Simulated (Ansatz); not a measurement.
Consider P vacancy in zinc-blende GaP, charge state +1. The step: one P atom jumps into the vacancy from a nearby P site; the atom moves 3.93 Å along (0.00, -0.51, -0.50) of the unit cell; the moving atom starts with neighbours Ga at 2.32, 2 Ga at 2.39, Ga at 2.41 Å and ends with 3 Ga at 2.38, Ga at 2.40 Å. DFT values are from Ansatz (plane-wave PAW, 420 eV unless said) in a cell of 64 host sites, spin-restricted, static, with no finite-size correction. The charge state is imposed; whether it is stable for some Fermi level was not computed. Forms of the defect that were not tried may lie lower. For the PBE band: the program found a first-order saddle point.

```tsv
Level	Forward barrier (eV)	Cost of the band or of the saddle's single point
CHGNet universal potential (has no charge state), its own band	0.98	-
PBE, one k-point at (0.250, 0.250, 0.250), band relaxed	2.25	roughly 2.9 core-hours
PBE, a 2×2×2 k-point mesh shifted by half a step, same geometries	2.30	very roughly 5 core-minutes
r2SCAN at 500 eV, one k-point at (0.250, 0.250, 0.250), same geometries	2.54	about 2.3 core-minutes (a rough figure)
```

Ansatz is a program for electronic structure.
